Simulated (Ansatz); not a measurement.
A self-consistent single point of a (001) slab of Sc3SnB (cut from a parent of space group no. 221; 10 atoms in the cell) with Ansatz (a program for electronic structure).

Method of the run: PBEsol, default PAW files made with PBE (plane waves; Ansatz).

```
CELL_PARAMETERS angstrom
      4.64001     0.00000     0.00000
      0.00000     4.64001     0.00000
      0.00000     0.00000    20.96000
ATOMIC_POSITIONS crystal
  Sc 0.50000 0.00000 0.33397
  Sc 0.00000 0.50000 0.33397
  Sc 0.50000 0.50000 0.44466
  Sn 0.00000 0.00000 0.44466
  B  0.50000 0.50000 0.33397
  Sc 0.50000 0.00000 0.55534
  Sc 0.00000 0.50000 0.55534
  Sc 0.50000 0.50000 0.66603
  Sn 0.00000 0.00000 0.66603
  B  0.50000 0.50000 0.55534
```

Reference input (self-consistent single point, DFT, PBEsol, plane waves, default PAW files made with PBE): basis.ecutwfc = 30.9 Ry; kpoints.mp_grid.grid = 5 5 1; hamiltonian.xc = pbesol; hamiltonian.pseudopotentials = {kind: paw} (the program's default PAW files); scf.occupations.method = fermi_dirac; scf.occupations.width = 0.0073 Ry. This run's input differs from it in these lines:

Ansatz 0.2 input:
```diff
@@ -20,3 +20,3 @@
 kpoints:
-  mp_grid: { grid: [5, 5, 1] }
+  mp_grid: { grid: [10, 10, 1] }
 hamiltonian:
```

Output (repeated stretches shortened):

```
SCF iter   1: F=—  HF=-24875.549634 eV  |F-HF|=—  |Δ(HF+E_count)|=         —  Δρ=4.68e-3  dr2=1.43e0  ethr=1.77e-3  ⟨swp⟩=7.6  Hψ=5168  notcnv=0
all-band conjugate gradients solve this SCF's bands
preconditioner: auto → LDOS
SCF iter   2: F=—  HF=-24875.505923 eV  |F-HF|=—  |Δ(HF+E_count)|=   4.37e-2  Δρ=1.86e-3  dr2=1.28e-1  ethr=1.43e-3  ⟨swp⟩=2.3  Hψ=1607  notcnv=0
   [... lines left out ...]
SCF iter   6: F=—  HF=-24875.499130 eV  |F-HF|=—  |Δ(HF+E_count)|=   8.34e-5  Δρ=3.11e-5  dr2=8.03e-6  ethr=4.00e-8  ⟨swp⟩=2.0  Hψ=2212  notcnv=0
SCF iter   7: F=—  HF=-24875.499131 eV  |F-HF|=—  |Δ(HF+E_count)|=   1.28e-6  Δρ=1.22e-5  dr2=1.42e-6  ethr=8.03e-9  ⟨swp⟩=2.0  Hψ=2079  notcnv=0
SCF iter   8: F=—  HF=-24875.499132 eV  |F-HF|=—  |Δ(HF+E_count)|=   2.02e-7  Δρ=4.56e-6  dr2=1.33e-7  ethr=1.42e-9  ⟨swp⟩=2.0  Hψ=1984  notcnv=0
SCF iter   9: F=-24875.499132 eV  HF=-24875.499132 eV  |F-HF|=1.85e-8  |Δ(HF+E_count)|=   2.24e-8  Δρ=1.31e-6  dr2=2.50e-8  ethr=1.00e-10  ⟨swp⟩=9.4  Hψ=4893  notcnv=0
SCF 1 converged in 9 iterations: F = -24875.499132 eV  dr2 = 2.50e-8
Free energy (F): -24875.499132 eV
Internal energy: -24875.290698 eV  (E = F + TS)
E sigma→0 (E₀):  -24875.394915 eV
Entropy (-TS):   -0.208433 eV (-20.843 meV/atom)
Fermi energy:    2.461910 eV
--- Forces (eV/Å), atoms counted from 1 ---
  atom   1  Sc     0.00000000     0.00000000     0.34779261
  atom   2  Sc     0.00000000     0.00000000     0.34779261
  atom   3  Sc    -0.00000000     0.00000000    -0.25978701
  atom   4  Sn    -0.00000000    -0.00000000    -0.24616982
  atom   5  B     -0.00000000     0.00000000    -0.05121179
  atom   6  Sc     0.00000000     0.00000000     0.28999728
  atom   7  Sc     0.00000000     0.00000000     0.28999728
  atom   8  Sc    -0.00000000     0.00000000    -0.12692716
  atom   9  Sn    -0.00000000     0.00000000    -0.90124351
  atom  10  B      0.00000000    -0.00000000     0.30962007
--- Stress (GPa, compression-positive) ---
       -2.082869      -0.000000      -0.000000
       -0.000000      -2.082869      -0.000000
       -0.000000      -0.000000      -1.492000
  P = ⅓ Tr σ = -1.8859 GPa (-18.859 kbar)
  The stress holds the Pulay correction. Without it, at fixed plane waves, as pw.x and ABINIT print it: P = -1.9013 GPa
```

The run converged in 9 iterations. Against the reference run the free energy goes down by 1.5 meV/atom and the largest force hardly changes (0.897 to 0.901 eV/Å).

The starting cell comes from a database of computed structures (which also holds hypothetical and non-ambient phases and stackings), without a prior relaxation at this level. The slab is cut from that crystal, and its faces are unrelaxed. Its lattice was rescaled by up to half a per cent. Spin polarisation is off, though cut faces can carry moments; the slab shows no gap. The two faces of this cut differ, and no dipole correction was used.

Cost on one core of a shared machine: roughly 70 s.
